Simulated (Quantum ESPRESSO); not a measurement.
Quantum ESPRESSO run on KF (Fm-3m, 2 atoms in the cell): self-consistent single point.

Level of theory: PBE, SSSP 1.1.2 efficiency (PBE) pseudopotentials (plane waves; Quantum ESPRESSO).

The change in words: lattice scaled by 0.98. Reference geometry:
```
CELL_PARAMETERS angstrom
     -2.62442     0.00000     2.62442
      0.00000     2.62442     2.62442
     -2.62442     2.62442     0.00000
ATOMIC_POSITIONS crystal
  K  0.00000 0.00000 0.00000
  F  0.50000 0.50000 0.50000
```

Reference input (self-consistent single point, DFT, PBE, plane waves, SSSP 1.1.2 efficiency (PBE) pseudopotentials): ecutwfc = 50 Ry; ecutrho = 400 Ry; occupations = fixed; potentials = {K: K.pbe-spn-kjpaw_psl.1.0.0.UPF, F: f_pbe_v1.4.uspp.F.UPF}; K_POINTS = automatic 6 6 6 0 0 0; nbnd = 14; conv_thr = 1e-10 Ry; mixing_beta = 0.4. This run's input differs from it in these lines:

```diff
@@ -10,3 +10,3 @@
   ibrav = 2,
-  celldm(1) = 9.918870072,
+  celldm(1) = 9.720494182,
   nat = 2,
@@ -27,3 +27,3 @@
 K     0.000000000    0.000000000    0.000000000
-F    -2.624420000    2.624420000    2.624420000
+F    -2.571932000    2.571932000    2.571932000
 K_POINTS {automatic}
```

Output, abridged:

```
     Self-consistent Calculation

     iteration #  1     ecut=    50.00 Ry     beta= 0.40

     total energy              =    -161.79641521 Ry
     estimated scf accuracy    <       0.27798870 Ry

     iteration #  2     ecut=    50.00 Ry     beta= 0.40

     total energy              =    -161.85983831 Ry
     estimated scf accuracy    <       0.02059366 Ry

     iteration #  3     ecut=    50.00 Ry     beta= 0.40

     total energy              =    -161.86137485 Ry
     estimated scf accuracy    <       0.00457679 Ry

   [... 5 blocks of this kind left out ...]

     iteration #  9     ecut=    50.00 Ry     beta= 0.40

     total energy              =    -161.86169693 Ry
     estimated scf accuracy    <          4.9E-10 Ry

     iteration # 10     ecut=    50.00 Ry     beta= 0.40
     End of self-consistent calculation

     highest occupied, lowest unoccupied level (ev):     2.3875    9.2067

!    total energy              =    -161.86169693 Ry
     estimated scf accuracy    <          1.0E-11 Ry

     convergence has been achieved in  10 iterations

     Forces acting on atoms (cartesian axes, Ry/au):

     atom    1 type  1   force =     0.00000000    0.00000000   -0.00000000
     atom    2 type  2   force =     0.00000000    0.00000000    0.00000000

     Total force =     0.000000     Total SCF correction =     0.000000

          total   stress  (Ry/bohr**3)                   (kbar)     P=       65.00
   0.00044188  -0.00000000  -0.00000000           65.00       -0.00       -0.00
  -0.00000000   0.00044188   0.00000000           -0.00       65.00        0.00
  -0.00000000   0.00000000   0.00044188           -0.00        0.00       65.00

   JOB DONE.
```

The run converged in 10 iterations. Against the reference run the free energy rises by 33.3 meV/atom, the pressure goes from 3.38 to 6.50 GPa and the gap on the mesh goes from 6.467 to 6.819 eV.

The starting cell comes from a database of computed structures (which also holds hypothetical and non-ambient phases and stackings), without a prior relaxation at this level. Its lattice was rescaled by a random factor within 2.5 % of one. For this run, on top of that: lattice scaled by 0.98. With a pressure of about 7 GPa the cell is away from its equilibrium volume at this level.
